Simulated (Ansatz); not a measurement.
## Zn4InGaO7 (P6₃/mmc, No. 194, 26 atoms in the cell; start mp-1153970)

Computed with HSE06 (Ansatz, a first-principles code, plane waves, PAW).

Numerical settings: plane-wave cutoff 460 eV, 6×6×1 k mesh (along the axes of the cell as run), Fermi–Dirac smearing 0.01 eV, scalar-relativistic PAW data made under PBE.

Cell (relaxed with PBEsol):

```
GaInZn4O7
1.0
    3.27935     0.00000     0.00000
   -1.63967     2.84000     0.00000
    0.00000     0.00000    32.82325
Zn In Ga O
8 2 2 14
Direct
  0.33333   0.66667   0.90726
  0.66667   0.33333   0.09274
  0.66667   0.33333   0.40726
  0.33333   0.66667   0.59274
  0.00000   0.00000   0.82878
  0.00000   0.00000   0.17122
  0.00000   0.00000   0.32878
  0.00000   0.00000   0.67122
  0.00000   0.00000   0.00000
  0.00000   0.00000   0.50000
  0.33333   0.66667   0.75000
  0.66667   0.33333   0.25000
  0.33333   0.66667   0.96681
  0.66667   0.33333   0.03319
  0.66667   0.33333   0.46681
  0.33333   0.66667   0.53319
  0.00000   0.00000   0.88865
  0.00000   0.00000   0.11135
  0.00000   0.00000   0.38865
  0.00000   0.00000   0.61135
  0.33333   0.66667   0.81018
  0.66667   0.33333   0.18982
  0.66667   0.33333   0.31018
  0.33333   0.66667   0.68982
  0.00000   0.00000   0.75000
  0.00000   0.00000   0.25000
```

```json
{
 "band_gap": "2.78 eV (on the SCF k mesh)"
}
```

Note: cell and atoms aren't relaxed at this level (largest force component 0.24 eV/Å, pressure 0.8 GPa).

Spin–orbit coupling is not included.

Computed values are for the static lattice.

Cost on a shared machine: about 14 core-minutes (a rough figure).

A start named mp-… is a Materials Project structure, which need not be a measured phase.
